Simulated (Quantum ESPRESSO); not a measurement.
## Converging shifted k-point meshes: W (Im-3m, 1 atom in the cell)

```yaml
crystal:
  lattice:
    - [-1.57210, 1.57210, 1.57210]
    - [1.57210, -1.57210, 1.57210]
    - [1.57210, 1.57210, -1.57210]
  atoms:
    - { symbol: W, position: [0.00000, 0.00000, 0.00000] }
```

Computed with PBE, SSSP 1.1.2 efficiency (PBE) pseudopotentials (plane waves; Quantum ESPRESSO).

Base settings: ecutwfc = 40 Ry; ecutrho = 320 Ry; occupations = smearing; smearing = fd; degauss = 0.0073499 Ry; potentials = {W: W_pbe_v1.2.uspp.F.UPF}; K_POINTS = automatic 15 15 15 0 0 0; conv_thr = 1e-11 Ry.

Only quantities that move along the ladder and can be compared are tabulated.

The count of work is k-points × plane waves × bands × iterations; it is no time. Core times come from one kind of shared machine, to one figure; runs under 30 s give none.

The starting cell has typed, rounded lattice constants, without a prior relaxation at this level. Its lattice was rescaled by up to half a per cent. Spin polarisation is off. In the base run, with a pressure of about 9 GPa the cell is away from its equilibrium volume at this level.

Steps (K_POINTS): automatic 3 3 3 1 1 1; automatic 4 4 4 1 1 1; automatic 5 5 5 1 1 1; automatic 6 6 6 1 1 1; automatic 7 7 7 1 1 1; automatic 8 8 8 1 1 1; automatic 9 9 9 1 1 1; automatic 10 10 10 1 1 1; automatic 11 11 11 1 1 1; automatic 13 13 13 1 1 1; automatic 14 14 14 1 1 1; automatic 15 15 15 1 1 1; automatic 17 17 17 1 1 1; automatic 19 19 19 1 1 1; automatic 21 21 21 1 1 1; automatic 23 23 23 1 1 1; automatic 26 26 26 1 1 1; automatic 29 29 29 1 1 1; automatic 32 32 32 1 1 1; automatic 35 35 35 1 1 1; automatic 39 39 39 1 1 1; automatic 43 43 43 1 1 1; automatic 48 48 48 1 1 1.

**Question.** What is the coarsest K_POINTS that holds the free energy within 5 meV/atom of the last step, with all finer ones?

**Answer.** automatic 14 14 14 1 1 1, at 0.036 of the last step's count of work; the step before is off by 7.9 meV/atom.

**Question.** What is the coarsest K_POINTS that holds the pressure within 0.2 GPa of the last step, with all finer ones?

**Answer.** automatic 13 13 13 1 1 1, at 0.030 of the last step's count of work; the step before is off by 0.75 GPa.

```csv
K_POINTS,free energy less the last step's (meV/atom),pressure (GPa),count of work / last,core time / last (rough)
automatic 3 3 3 1 1 1,295.25,14.60,0.0016,–
automatic 4 4 4 1 1 1,-203.94,5.57,0.0024,–
automatic 5 5 5 1 1 1,99.47,11.22,0.0041,–
automatic 6 6 6 1 1 1,41.83,9.25,0.0050,–
automatic 7 7 7 1 1 1,-27.47,9.38,0.0073,–
automatic 8 8 8 1 1 1,4.03,9.20,0.0082,–
automatic 9 9 9 1 1 1,36.03,9.53,0.011,–
automatic 10 10 10 1 1 1,-1.04,8.38,0.016,–
automatic 11 11 11 1 1 1,-16.68,8.14,0.023,–
automatic 13 13 13 1 1 1,7.86,8.98,0.030,–
automatic 14 14 14 1 1 1,-2.50,8.93,0.036,–
automatic 15 15 15 1 1 1,-3.21,8.88,0.044,–
automatic 17 17 17 1 1 1,0.29,8.91,0.060,–
automatic 19 19 19 1 1 1,1.12,8.95,0.080,–
automatic 21 21 21 1 1 1,-1.30,8.80,0.10,–
automatic 23 23 23 1 1 1,1.26,8.92,0.13,–
automatic 26 26 26 1 1 1,-0.10,8.89,0.18,–
automatic 29 29 29 1 1 1,-0.51,8.88,0.25,0.3
automatic 32 32 32 1 1 1,-0.40,8.86,0.32,0.3
automatic 35 35 35 1 1 1,-0.05,8.88,0.41,0.4
automatic 39 39 39 1 1 1,-0.17,8.88,0.56,0.6
automatic 43 43 43 1 1 1,-0.09,8.88,0.73,0.8
automatic 48 48 48 1 1 1,0.00,8.89,1.0,1
```
